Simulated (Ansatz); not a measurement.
Start from a 24-atom supercell of Mg2Ge in the anti-fluorite structure (space group Fm-3m, No. 225; a = 6.364 Å) at its relaxed geometry.

Level of theory: PBEsol/PAW in Ansatz (an electronic-structure program), without spin-orbit coupling, earlier PAW set.

Base values:

Gap of the supercell: 0.08 eV
Mean distance from the defect site to its nearest host atoms: 2.76 Å
Pressure: 0.0 GPa

Perturbation: one Ge atom is removed, atoms relaxed at fixed cell, starting from a slightly rattled geometry.

Task: What does the calculation give for the largest displacement of a host atom from its site in the perfect cell after the change?

Result: The largest displacement of a host atom from its site in the perfect cell comes out as 0.05 Å.

Task: Predict the new gap of the supercell.

Result: The gap of the supercell changes from 0.08 eV to zero.

Task: Estimate the effect on the mean distance from the defect site to its nearest host atoms.

Result: The mean distance from the defect site to its nearest host atoms shrinks by 0.05 Å (2.76 Å → 2.71 Å).

Task: What happens to the pressure?

Result: The pressure goes from zero to -0.5 GPa.

In so small a cell the defect repeats every few ångströms: this is an ordered compound, not a dilute defect. The final runs are not spin-polarised. The defect cell is not spin-polarised. The zero or small gap of Mg2Ge can change with the level of theory.
